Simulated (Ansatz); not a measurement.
**What uniaxial strain ε_zz = −1.00 % does to InP**

The reference is InP in the zinc blende structure (space group F-43m, No. 216; a = 5.907 Å). Axes: x, y, z lie along the cube axes.

One thing is altered: the cell is compressed by 1.00 % along z with no lateral relaxation, atoms relaxed at fixed cell.

Method: r2SCAN (Ansatz, a first-principles code, PAW, without spin-orbit coupling). Settings: 10×10×10 k-points, 0.05 eV Fermi–Dirac smearing.

| quantity | base | changed | shift |
|---|---|---|---|
| space group | F-43m (No. 216) | I-4m2 (No. 119) | – |
| shortest interatomic distance | 2.558 Å | 2.549 Å | -0.0085 Å |
| energy relative to the base (free energy F) | 0 meV/atom | +0.8 meV/atom | +0.8 meV/atom |
| pressure (mean of the normal stresses, compression positive) | 0.00 GPa | 0.70 GPa | +0.70 GPa |
| band gap | 1.03 eV | 1.05 eV | +0.026 eV |
| gap character | direct at Γ | direct at Γ | – |
| electron mass | 0.074 mₑ (at Γ) | 0.077 mₑ (at Γ) | – |
| valence-band top at Γ (three highest levels, from the VBM) | 0.00, 0.00, 0.00 eV | 0.00, -0.05, -0.05 eV | – |
| stress (xx, yy, zz, yz, xz, xy; compression positive) | – | (0.55, 0.55, 0.99, 0.00, 0.00, 0.00) GPa | – |

Masses are band curvatures over ±0.01 Å⁻¹ around the edge. No phonon test of stability was made. k-point labels follow each cell's own Brillouin zone.
